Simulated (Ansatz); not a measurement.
A self-consistent single point of Ba₄As₂O (I4mm, 7 atoms in the cell) with Ansatz (a first-principles code).

Level of theory: PBEsol, default PAW files made with PBE (plane waves; Ansatz).

The change in words: lattice scaled by 0.98. Reference geometry:
```
CELL_PARAMETERS angstrom
     -2.59327     2.59327     8.67609
      2.59327    -2.59327     8.67609
      2.59327     2.59327    -8.67609
ATOMIC_POSITIONS crystal
  Ba 0.67827 0.67827 0.00000
  Ba 0.32461 0.32461 0.00000
  Ba 0.50000 0.00000 0.50000
  Ba 0.00000 0.50000 0.50000
  As 0.86438 0.86438 0.00000
  As 0.13562 0.13562 0.00000
  O  0.50000 0.50000 0.00000
```

Reference input (self-consistent single point, DFT, PBEsol, plane waves, default PAW files made with PBE): basis.ecutwfc = 420 eV; kpoints.mp_grid.grid = 5 5 5; hamiltonian.xc = pbesol; hamiltonian.pseudopotentials = {kind: paw} (the program's default PAW files); scf.occupations.method = fixed. This run's input differs from it in these lines:

```diff
@@ -2,5 +2,5 @@
   lattice:
-    - [-2.593267, 2.593267, 8.676093]
-    - [2.593267, -2.593267, 8.676093]
-    - [2.593267, 2.593267, -8.676093]
+    - [-2.541402, 2.541402, 8.502571]
+    - [2.541402, -2.541402, 8.502571]
+    - [2.541402, 2.541402, -8.502571]
   atoms:
```

Output, abridged:

```
SCF iter   1: F=—  HF=-33645.645027 eV  |F-HF|=—  |Δ(HF+E_count)|=         —  Δρ=5.95e-3  dr2=8.14e-2  ethr=1.77e-3  ⟨swp⟩=6.0  Hψ=3292  notcnv=0  defer=86
all-band conjugate gradients solve this SCF's bands
preconditioner: auto → Resta (q_TF=auto, 2.286 Å⁻¹)
SCF iter   2: F=—  HF=-33645.631901 eV  |F-HF|=—  |Δ(HF+E_count)|=   1.31e-2  Δρ=3.13e-3  dr2=1.67e-2  ethr=1.07e-4  ⟨swp⟩=2.6  Hψ=1458  notcnv=0  defer=107
   [... lines left out ...]
SCF iter   4: F=—  HF=-33645.628968 eV  |F-HF|=—  |Δ(HF+E_count)|=   1.94e-4  Δρ=1.95e-4  dr2=8.31e-5  ethr=1.67e-6  ⟨swp⟩=2.6  Hψ=1430  notcnv=0  defer=106
SCF iter   5: F=—  HF=-33645.629089 eV  |F-HF|=—  |Δ(HF+E_count)|=   1.21e-4  Δρ=4.01e-5  dr2=4.09e-6  ethr=1.09e-7  ⟨swp⟩=2.7  Hψ=1527  notcnv=0  defer=71
SCF iter   6: F=—  HF=-33645.629091 eV  |F-HF|=—  |Δ(HF+E_count)|=   2.29e-6  Δρ=1.50e-5  dr2=7.88e-7  ethr=5.38e-9  ⟨swp⟩=2.0  Hψ=1487  notcnv=0  defer=72
SCF iter   7: F=-33645.629092 eV  HF=-33645.629092 eV  |F-HF|=4.36e-8  |Δ(HF+E_count)|=   2.76e-7  Δρ=5.18e-6  dr2=7.03e-8  ethr=1.32e-10  ⟨swp⟩=15.2  Hψ=6056  notcnv=0
SCF 1 converged in 7 iterations: F = -33645.629092 eV  dr2 = 7.03e-8
Free energy (F): -33645.629092 eV
Internal energy: -33645.629092 eV  (E = F + TS)
E sigma→0 (E₀):  -33645.629092 eV
Fermi energy:    8.435821 eV
--- Forces (eV/Å), atoms counted from 1 ---
  atom   1  Ba    -0.00000000    -0.00000000    -0.23484952
  atom   2  Ba     0.00000000    -0.00000000     0.04469060
  atom   3  Ba     0.00000000    -0.00000000     0.06692860
  atom   4  Ba     0.00000000     0.00000000     0.06692860
  atom   5  As    -0.00000000     0.00000000     0.07386840
  atom   6  As     0.00000000     0.00000000     0.03909570
  atom   7  O      0.00000000    -0.00000000    -0.05666059
--- Stress (GPa, compression-positive) ---
        0.468132       0.000000      -0.000000
        0.000000       0.468132       0.000000
       -0.000000       0.000000       0.634011
  P = ⅓ Tr σ = 0.5234 GPa (5.234 kbar)
  The stress holds the Pulay correction. Without it, at fixed plane waves, as pw.x and ABINIT print it: P = 0.4600 GPa
```

The run converged in 7 iterations. Against the reference run the free energy goes down by 9.3 meV/atom, the pressure goes from -1.91 to 0.52 GPa, the largest force goes from 0.190 to 0.235 eV/Å and the gap on the mesh goes from 0.672 to 0.568 eV.

The starting cell comes from a database of computed structures (which also holds hypothetical and non-ambient phases and stackings), without a prior relaxation at this level. Its lattice was rescaled by up to half a per cent. One atom was moved a little off its site on purpose. For this run, on top of that: lattice scaled by 0.98. Ansatz's pressure includes its estimate of the finite-basis (Pulay) stress. Another mesh or the band path of this cell gives a smaller gap, so this value is not converged in the mesh.

Keys are those of Ansatz 0.2.
